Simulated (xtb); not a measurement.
xtb 6.7.1, GFN1-xTB: Si(NiPr2)(OH)3 (CC(C)N(C(C)C)[Si](O)(O)O), 28 atoms. The geometry is a generated start, not checked to be a minimum at this level.

```
Item                      Result
-----------------  -------------
run flags                 --grad
method                  GFN1-xTB
--acc                1 (default)
--etemp (K)        300 (default)
basis functions               84
valence electrons             68
```

```xyz
28

C     -1.7451    -1.4100     0.5277
C     -0.3291    -1.2009    -0.0079
C     -0.1573    -1.8942    -1.3614
N      0.0182     0.2099    -0.0978
C      1.1306     0.6706     0.7139
C      2.4493    -0.0204     0.3529
C      0.8424     0.5557     2.2155
Si    -0.8671     1.3799    -1.0040
O      0.1692     2.2988    -1.8716
O     -1.9421     0.6733    -1.9998
O     -1.7092     2.4250    -0.0747
H     -1.9148    -2.4637     0.7427
H     -1.8904    -0.8399     1.4413
H     -2.4771    -1.0837    -0.2057
H      0.3643    -1.6646     0.6994
H     -0.3750    -2.9567    -1.2706
H      0.8641    -1.7747    -1.7154
H     -0.8297    -1.4510    -2.0901
H      1.2504     1.7342     0.4826
H      2.4279    -1.0778     0.6033
H      2.6402     0.0813    -0.7122
H      3.2677     0.4428     0.8991
H      1.6309     1.0446     2.7829
H     -0.1054     1.0355     2.4453
H      0.7893    -0.4838     2.5279
H      0.5983     1.9097    -2.6274
H     -2.8573     0.7176    -1.7384
H     -1.2432     3.1426     0.3425
```

One run each on 1 thread. Values of broydamp tried: 0.02, 0.05, 0.1, 0.2, 0.4 (default), 0.6, 0.8, 1.

Q: Which value of broydamp needs the fewest SCC iterations, and what happens away from it?

A: Fewest SCC iterations, within one of each other: 0.4 (default) with 10, 0.6 with 11. The count rises to 18 at 0.02. All converge to one solution.

| broydamp | SCC iterations | end |
|---|---|---|
| 0.02 | 18 | same solution |
| 0.05 | 15 | same solution |
| 0.1 | 14 | same solution |
| 0.2 | 12 | same solution |
| 0.4 (default) | 10 | same solution |
| 0.6 | 11 | same solution |
| 0.8 | 12 | same solution |
| 1 | 12 | same solution |
